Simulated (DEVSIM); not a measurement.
System: W/SiO2/p-Ge capacitor, at 250 K.

Layer 1 from the left is SiO2, thickness (nm) 7.40. Layer 2 from the left is Ge, thickness (nm) 2400, Na (cm⁻³) 6.3e16.

Metal gate on the left, work function 4.6 eV. Fixed charge at the semiconductor interface 1.8e11 cm⁻² (in units of +e); no interface traps.

Constants are typed, rounded textbook-type inputs, not results; the design itself was drawn at random and stands for no fabricated device. Values at 300 K; Nc and Nv go as T^1.5, mobilities as T to minus their exponent, the gap by Varshni's rule with the affinity fixed.

SiO2: gap (eV) 9, affinity (eV) 0.9, permittivity 3.9. Ge: gap (eV) 0.664, affinity (eV) 4, permittivity 16, Nc (cm⁻³) 1.04e19, Nv (cm⁻³) 6e18, Varshni α (eV/K) 0.000477, Varshni β (K) 235.

Task: Estimate by hand the flat-band voltage, the threshold voltage, and compare with a numerical solution.

Result: 
- Flat-band voltage: C = 0.467 μF/cm², work-function difference 0.009 V; VFB = φms − qNf/C = -0.05 V; numerical -0.05 V.
- Threshold voltage: φF = 0.243 V, depletion charge √(4εqNφF) = 1.18e-7 C/cm²; VT = VFB + 2φF + Qd/C = 0.69 V; numerical 0.69 V.

Simulated with DEVSIM: 1D Poisson equation in equilibrium, Boltzmann statistics, complete ionisation; no quantum confinement or tunnelling. Metal contacts follow the ideal Schottky-Mott rule: no Fermi-level pinning, no interface dipoles.
